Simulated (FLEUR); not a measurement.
Band structure of NbC (Fm-3m, 2 atoms in the cell).

```
NbC
1.0
    0.00000     2.23500     2.23500
    2.23500     0.00000     2.23500
    2.23500     2.23500     0.00000
Nb C
1 1
Cartesian
  0.00000   0.00000   0.00000
  2.23500   2.23500   2.23500
```

Method: PBE, all-electron FLAPW (FLEUR), scalar-relativistic valence in FLEUR.

Settings: Kmax = 4.2 1/bohr; GmaxXC = 16.8 1/bohr; xcFunctional = pbe; jspins = 1; l_soc = F; mode = hist; fermiSmearingEnergy = 0.00183747 Htr; mesh (inpgen div1-3) = 17 17 17; inpgen gamma flag = false; Gmax = 16.8 1/bohr; numbands = 0; maxIterBroyd = 40; imix = Anderson; alpha = 0.05.

The starting cell has typed, rounded lattice constants, without a prior relaxation at this level. Spin polarisation is off. Values depend on the basis (sphere radii, cutoffs, local orbitals), which need not be converged.

Levels in eV from the Fermi level, bands 5 to 12:
```csv
point,5,6,7,8,9,10,11,12
Γ,-13.49,-1.34,-1.34,-1.34,-0.25,-0.25,-0.25,0.32
X,-12.16,-4.20,-3.89,-1.35,-1.35,1.95,3.21,3.21
W,-11.35,-4.67,-4.42,-4.42,1.50,1.50,3.22,5.18
K,-11.44,-5.19,-4.25,-3.53,-0.34,2.46,3.39,5.56
L,-9.84,-7.59,-5.16,-5.16,2.11,2.11,3.54,5.74
U,-11.44,-5.19,-4.25,-3.53,-0.34,2.46,3.39,5.56
```
